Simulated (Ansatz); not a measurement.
**What Na → Al does to Na**

The parent structure is Na in the bcc (W type) structure (space group Im-3m, No. 229; a = 4.222 Å).

It is then changed as follows: Al takes the place of Na on all its sites, then cell and atoms are relaxed.

The values are results of r2SCAN (Ansatz, a program for electronic structure; PAW; 500 eV plane waves; scalar-relativistic without spin-orbit coupling), not measurements. Settings: 20×20×20 k-points, 0.05 eV Fermi–Dirac smearing, for the changed cell.

```json
[
 {"quantity": "volume per atom", "base": "37.63 Å³", "changed": "16.21 Å³", "shift": "-21.42 Å³"},
 {"quantity": "density", "base": "1.01 g/cm³", "changed": "2.76 g/cm³", "shift": "+1.75 g/cm³"},
 {"quantity": "lattice parameter a", "base": "4.222 Å", "changed": "3.189 Å", "shift": "-1.033 Å"},
 {"quantity": "space group", "base": "Im-3m (No. 229)", "changed": "Im-3m (No. 229)", "shift": "–"},
 {"quantity": "shortest interatomic distance", "base": "3.656 Å", "changed": "2.761 Å", "shift": "-0.895 Å"},
 {"quantity": "band gap", "base": "zero", "changed": "zero", "shift": "–"}
]
```

Stability against distortions was not tested. For Al in this form, whether it has been made was not checked. This is not the structure that Al has at room temperature and ambient pressure.
